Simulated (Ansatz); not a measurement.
## Effect of biaxial strain −1.00 %, plane normal [001], relaxed out of plane on MgO

Take MgO in the rock salt structure (space group Fm-3m, No. 225; a = 4.2044 Å) as the base. Axes: x, y, z lie along the cube axes.

Modification: biaxial strain −1.00 %, plane normal [001], relaxed out of plane (Cartesian); in-plane vectors clamped, the third vector and the atoms free.

All numbers come from r2SCAN, PAW, 500 eV (Ansatz, a quantum-chemistry and plane-wave program; no spin-orbit coupling). k-mesh 13×13×13 (Γ-centred); smearing 0.05 eV (Fermi–Dirac).

```tsv
quantity	base	changed	shift
volume per atom	9.29 Å³	9.16 Å³	-0.13 Å³
space group	Fm-3m (No. 225)	I4/mmm (No. 139)	–
shortest interatomic distance	2.102 Å	2.081 Å	-0.021 Å
energy relative to the base (free energy F)	0 meV/atom	+2.1 meV/atom	+2.1 meV/atom
pressure (mean of the normal stresses, compression positive)	0.00 GPa	2.47 GPa	+2.47 GPa
band gap	5.68 eV	5.80 eV	+0.12 eV
gap character	direct at Γ	direct at Γ	–
electron mass	0.36 mₑ (at Γ)	0.37 mₑ (at Γ)	–
hole mass	–	0.41 mₑ out of plane, 2.1 mₑ in plane (at Γ)	–
valence-band top at Γ (three highest levels, from the VBM)	0.00, 0.00, 0.00 eV	0.00, -0.03, -0.03 eV	–
out-of-plane strain	–	+0.63 %	–
ratio −ε⊥/ε∥	–	0.63	–
mean in-plane stress (compression positive)	–	+3.7 GPa	–
```

Final structure (turned so that z lies along the plane normal):

```
MgO
1.0
    2.94325     0.00000     0.00000
    0.00000     2.94325     0.00000
    1.47163    -1.47163     2.11538
Mg O
1 1
Direct
  0.00000   0.00000   0.00000
  0.50000   0.50000   0.00000
```

Masses are band curvatures over ±0.01 Å⁻¹ around the edge. No phonon test of stability was made. Labels are those of the standard path for the cell's own space group.
